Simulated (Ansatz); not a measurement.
## CsCl-type AuZn (cubic form, which distorts at low temperature)

Level of theory: PBE (Ansatz, a quantum-chemistry and plane-wave program, plane waves, PAW).

Run with plane-wave cutoff 520 eV, 18×18×18 k mesh, Fermi–Dirac smearing 0.05 eV, scalar-relativistic PAW data made under PBE.

Cell (relaxed at this level):

```
CELL_PARAMETERS angstrom
      3.18643     0.00000     0.00000
      0.00000     3.18643     0.00000
      0.00000     0.00000     3.18643
ATOMIC_POSITIONS crystal
  Zn 0.50000 0.50000 0.50000
  Au 0.00000 0.00000 0.00000
```

```yaml
bulk modulus B0: 117 GPa
band_gap: none
pressure derivative B′ of the bulk modulus: 5.5
```

Measured, for comparison: bulk modulus 131 GPa (temperature not stated, no zero-point or thermal correction; as tabulated in Nepal et al. (2020), arXiv:2007.11150). Computed (rounded) less measured: bulk modulus -11 %.

Note: symmetry holds this phase in the static calculation, where it need not be a minimum.

Spin–orbit coupling is not included; it can shift volumes and moduli of such heavy elements.

The computed numbers hold no vibrational or temperature effects.

Computing time: roughly 70 core-seconds.
